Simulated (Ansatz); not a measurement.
What H interstitial (started 1.71 Å from the nearest host atom), symmetric start does to Pt

Consider a 12-atom supercell of Pt in the fcc (Cu type) structure (space group Fm-3m, No. 225; a = 3.940 Å) at its relaxed geometry.

It is then changed as follows: a neutral H interstitial (started 1.71 Å from the nearest host atom), symmetric start, atoms relaxed at fixed cell.

The values are results of r2SCAN (Ansatz, an electronic-structure program; PAW; 500 eV plane waves; spin-orbit coupling left out), earlier PAW set, not measurements. Settings: 7×5×7 k-points, 0.05 eV Fermi–Dirac smearing.

```csv
quantity,base,changed,shift
largest displacement of a host atom from its site in the perfect cell,–,0.12 Å,–
final site of the added atom,–,4 Pt at 1.77–1.79 Å (tetrahedral),–
```

Final structure:

```
Pt12H
1.0
    0.00000     3.94001     3.94001
    3.94001    -3.94001     3.94001
    3.94001     3.94001     0.00000
Pt H
12 1
Direct
  0.00000   0.98370   0.00000
  0.99908   0.00102   0.50046
  0.17230   0.33925   0.17230
  0.17230   0.33925   0.65539
  0.33333   0.67505   0.33333
  0.33648   0.66530   0.83176
  0.50046   0.00102   0.99908
  0.50046   0.00102   0.50046
  0.65539   0.33925   0.17230
  0.66667   0.33213   0.66667
  0.83176   0.66530   0.33648
  0.83176   0.66530   0.83176
  0.00000   0.24241   0.00000
```

The cell is small, so the values are those of an ordered compound at a high defect concentration; dilute-limit values will differ. The defect started on the symmetric site and kept its symmetry, so it may sit on a saddle. The final runs are not spin-polarised. The defect cell is not spin-polarised.
